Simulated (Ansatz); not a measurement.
Base system: CdSe in the zinc blende structure (space group F-43m, No. 216).

```xyz
2
Lattice="0.0000 3.0037 3.0037 3.0037 0.0000 3.0037 3.0037 3.0037 0.0000" Properties=species:S:1:pos:R:3 pbc="T T T"
Cd     0.0000     0.0000     0.0000
Se     1.5019     1.5019     1.5019
```

Cartesian axes are those of the cell as printed.

All numbers come from LDA/PAW in Ansatz (a quantum-chemistry and plane-wave program), spin-orbit coupling left out.

Base values:

Valence-band top at Γ: 0.00, 0.00, 0.00 eV

It is then changed as follows: uniaxial strain ε_zz = −3.00 %, all other strain components held at zero; the atoms relax in the strained cell.

**Question.** What happens to the valence-band top at Γ and energy relative to the base?

**Answer.** The valence-band top at Γ (three highest levels, from the VBM) becomes 0.00, -0.10, -0.10 eV (base: 0.00, 0.00, 0.00 eV); the energy increases by 5.5 meV/atom.

The levels and masses belong to the bands next to the band gap. Whether these cells are dynamically stable was not tested.
